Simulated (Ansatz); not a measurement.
**Electron-phonon data for Be2Re (P6_3/mmc)**

```
Be2Re
1.0
    4.34447     0.00000     0.00000
   -2.17223     3.76242     0.00000
    0.00000     0.00000     7.08297
Be Re
8 4
Direct
  0.00000   0.00000   0.00000
  0.00000   0.00000   0.50000
  0.83101   0.66202   0.25000
  0.16899   0.33798   0.75000
  0.16899   0.83101   0.75000
  0.83101   0.16899   0.25000
  0.33798   0.16899   0.25000
  0.66202   0.83101   0.75000
  0.33333   0.66667   0.06184
  0.66667   0.33333   0.93816
  0.66667   0.33333   0.56184
  0.33333   0.66667   0.43816
```

Level of theory: PBEsol, DFPT electron-phonon coupling, linearised Boltzmann equation (plane waves, PAW, scalar-relativistic; Ansatz, a first-principles code). Geometry: relaxed with this functional, without spin-orbit coupling.

```yaml
resistivity at 300 K: 17.2 (x), 17.2 (y), 11.9 (z) μΩ·cm
electron mean free path at 300 K (weighted by the current that each state carries): 6.9 nm
electron-phonon coupling λ: 0.45
transport coupling λ_tr: 0.44 (x), 0.44 (y), 0.46 (z)
logarithmic_mean_phonon_energy: 25 meV
density of states at the Fermi level: 2.0 states/(eV·spin·cell)
drude_plasma_energy: 5.2 (x), 5.2 (y), 6.4 (z) eV
```

A metal at this level (no band gap). Only scattering by harmonic phonons is included (no impurities, grain boundaries, electron-electron scattering or thermal expansion). Spin-orbit coupling is left out, which matters with elements this heavy. The run warned that the eigensolver left some states short of its tolerance. Halving the electron mesh (24x24x12) moves the resistivity by up to 3 % at 300 K, the mean free path by up to 7 %, the coupling by up to 5 %. Smearing 0.20 eV; phonons on a 4x4x2 q mesh, which this run doesn't test and which matters most at low temperature.

Computed structure with no diffraction record at hand here (it may be known, metastable or hypothetical): Be2Re (P6_3/mmc).
